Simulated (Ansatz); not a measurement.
The reference is ZnO in the wurtzite structure (space group P6_3mc, No. 186; a = 3.2352 Å, c = 5.2113 Å).

The values are results of r2SCAN in Ansatz (plane waves to 500 eV, PAW, no SOC), earlier PAW set, not measurements.

Carriers are added at fixed cell with a uniform background; the Fermi–Dirac width is that of 300 K.

One change was made to it. Results:

```tsv
quantity	base	after
gap between the host's bands	1.23 eV	1.21 eV
Fermi level relative to the doped band's edge (positive inside the band; to 0.05 eV)	–	+1.10 eV
gap character	direct at Γ	direct at Γ
```

Question: Name the change that was made.
(A) holes 1.0×10^21 cm⁻³
(B) electrons 1.0×10^22 cm⁻³
(C) electrons 1.0×10^21 cm⁻³
(D) electrons 5.0×10^21 cm⁻³
(E) holes 7.0×10^21 cm⁻³

Answer: C, electrons 1.0×10^21 cm⁻³. For comparison, the Fermi level from band edge in the other runs: holes 1.0×10^21 cm⁻³ gives +0.10 eV; holes 7.0×10^21 cm⁻³ gives +0.35 eV; electrons 5.0×10^21 cm⁻³ gives +2.35 eV; electrons 1.0×10^22 cm⁻³ gives +3.20 eV.

Charged cell with a jellium background: band edges are those of the host's band count, energies are not comparable with the neutral cell, and many-body gap narrowing is missing. No phonon test of stability was made.

Ansatz is a program for electronic structure.
